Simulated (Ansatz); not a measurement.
The starting structures come from a database of crystals and need not be the phases stable at ambient conditions.

Given:

```
AlGaP2
1.0
    3.86549     0.00000     0.00000
    0.00000     3.86549     0.00000
    0.00000     0.00000     5.29194
Al Ga P
1 1 2
Direct
  0.50000   0.50000   0.50000
  0.00000   0.00000   0.00000
  0.00000   0.50000   0.25039
  0.50000   0.00000   0.74961
```

Space group of this cell: P-4m2. The cell is strained (lengths along the current scaled by 0.97, ions clamped); by PBEsol its mean pressure is 2.4 GPa.

Transport runs along the normal of the first two printed cell vectors, the (001) (indices of the unstrained crystal) plane of the conventional cell.

No gap correction and no spin-orbit coupling; mid-gap values are interpolated between computed energies.

**Question.** Predict the band gap and the smallest decay constant κ at mid-gap from PBEsol run with Ansatz (a program for electronic structure).

**Answer.** Gap 1.32 eV on a 8×8×6 mesh; κ = 0.166 1/Å, at the zone centre.
